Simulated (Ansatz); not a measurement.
Band structure of a sheet of InBi (4 atoms in the cell).

```yaml
crystal:
  lattice:
    - [4.55716, 0.00000, 0.00000]
    - [-2.27858, 3.94662, 0.00000]
    - [0.00000, 0.00000, 19.84163]
  atoms:
    - { symbol: In, position: [0.66667, 0.33333, 0.42163] }
    - { symbol: In, position: [0.66667, 0.33333, 0.57837] }
    - { symbol: Bi, position: [0.33333, 0.66667, 0.35279] }
    - { symbol: Bi, position: [0.33333, 0.66667, 0.64721] }
```

Method of the run: PBE with spin-orbit coupling (plane waves, PAW; Ansatz, a program for electronic structure).

Settings: kpoints.mp_grid.grid = 8 8 1; hamiltonian.xc = pbe; hamiltonian.pseudopotentials = {kind: paw} (the program's default PAW files); magnetization.noncollinear = true; magnetization.spin_orbit = true; scf.occupations.method = cold; scf.occupations.width = 0.0147 Ry; kpoints.band_path.path = [[0.0, 0.0, 0.0], [0.5, 0.0, 0.0], [0.33333333, 0.33333333, 0.0], [0.0, 0.0, 0.0]]; kpoints.band_path.npoints = 10.

The starting cell was generated: these elements placed on a structure prototype, without a prior relaxation; it need not be a known phase or ordering of this composition.

Levels in eV from the Fermi level, bands 53 to 60:
| point | 53 | 54 | 55 | 56 | 57 | 58 | 59 | 60 |
|---|---|---|---|---|---|---|---|---|
| Γ | 1.14 | 1.14 | 1.17 | 1.17 | 1.38 | 1.38 | 1.44 | 1.44 |
| M | -0.71 | -0.71 | -0.32 | -0.32 | -0.05 | -0.05 | 1.58 | 1.58 |
| K | -1.35 | -1.01 | -0.67 | -0.61 | -0.22 | -0.20 | 1.81 | 2.46 |

Bands cross the Fermi level along this path, so the cell is metallic at this level.

The net moment of the cell came out as 0.00 μB.

Keys are those of Ansatz 0.2.
